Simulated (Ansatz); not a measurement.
The parent structure is BP in the zinc blende structure (space group F-43m, No. 216; a = 4.5202 Å). Axes: x, y, z lie along the cube axes.

All numbers come from plane-wave PAW DFT at the PBEsol level (Ansatz, a program for electronic structure, 420 eV), no spin-orbit coupling.

Base values:

Band gap: 1.11 eV
Volume per atom: 11.54 Å³
Pressure: -0.01 GPa

The change: compressive biaxial strain of 2.50 % in the plane normal to [111], as in epitaxy on a mismatched substrate; the out-of-plane cell vector and the atoms relax.

Question: What happens to the band gap?

Answer: The band gap falls by 0.24 eV (1.11 eV → 0.87 eV).

Question: Predict the new volume per atom.

Answer: The volume per atom shrinks by 0.508 Å³, from 11.54 Å³ to 11.04 Å³.

Question: What does the calculation give for the pressure after the change?

Answer: The pressure (mean of the normal stresses, compression positive) goes up by 8.39 GPa to 8.38 GPa.

Question: What does the calculation give for the energy relative to the base after the change?

Answer: The energy rises by 22 meV/atom.

Gaps are read on the SCF mesh and a high-symmetry path. Stability against distortions was not tested.
